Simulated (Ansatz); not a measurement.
# TiO2: response to strain

The reference is TiO$_{2}$ in the anatase structure (space group I4_1/amd, No. 141; a = 3.770 Å, c = 9.552 Å). Axes: x, y, z lie along a, b, c of the conventional cell.

Strains are applied to the cell and any free atomic positions relax.

Levels (all Ansatz, an electronic-structure program, PAW): PBEsol (420 eV, no spin-orbit coupling); r2SCAN (500 eV, no spin-orbit coupling); HSE06 (420 eV, without spin-orbit coupling).

Band gaps by level, all at the geometries relaxed with PBEsol:

```json
[
 {"case": "base", "PBEsol": "2.11 eV", "r2SCAN": "2.54 eV", "HSE06": "3.65 eV"},
 {"case": "uniaxial strain ε_xx = +5.70 %", "PBEsol": "2.02 eV", "r2SCAN": "2.43 eV", "HSE06": "3.55 eV"},
 {"case": "uniaxial strain ε_yy = −0.15 %", "PBEsol": "2.11 eV", "r2SCAN": "2.54 eV", "HSE06": "3.66 eV"},
 {"case": "uniaxial strain ε_zz = +4.11 %", "PBEsol": "2.21 eV", "r2SCAN": "2.63 eV", "HSE06": "3.74 eV"},
 {"case": "strain tensor (xx, yy, zz, yz, xz, xy) = (−2.63, +0.73, +0.07, +0.12, −0.65, +0.80) %", "PBEsol": "2.18 eV", "r2SCAN": "2.62 eV", "HSE06": "3.74 eV"}
]
```

Single points use the geometry relaxed with PBEsol. HSE06 was sampled on its mesh, a few special points and the semilocal edge points, so its gap is an upper bound. Stability against distortions was not tested. The base started in C2/c and relaxed to I4_1/amd at this level. The final runs are not spin-polarised.
